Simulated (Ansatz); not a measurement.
System: HgS (P6₃mc, No. 186, 4 atoms in the cell; start mp-973676; a measured phase of this formula has another space group). Method: LDA (Ansatz, a first-principles code, plane waves, PAW).

Run with plane-wave cutoff 520 eV, 18×18×8 k mesh (along the axes of the cell as run), Fermi–Dirac smearing 0.05 eV, scalar-relativistic PAW data made under PBE.

Cell (relaxed at this level):

```
CELL_PARAMETERS angstrom
      4.11065     0.00000     0.00000
     -2.05532     3.55992     0.00000
      0.00000     0.00000     6.70770
ATOMIC_POSITIONS crystal
  Hg 0.66667 0.33333 0.49935
  Hg 0.33333 0.66667 0.99935
  S  0.66667 0.33333 0.87565
  S  0.33333 0.66667 0.37565
```

**Question.** Estimate the bulk modulus B0 that the calculation returns.

**Answer.** 
* **bulk modulus B0**: 67.0 GPa

The run finds no gap.

Note: the bulk modulus is −V dP/dV from two relaxed cells at ±2 % in volume; the relaxation could not lower the start's symmetry, so the cell can be a saddle point above a distorted one.

Spin–orbit coupling is not included; it can open a gap where bands touch, and shift volumes and moduli.

The result took about 5 core-minutes (a rough figure).

A start named mp-… is a Materials Project structure, which need not be a measured phase.
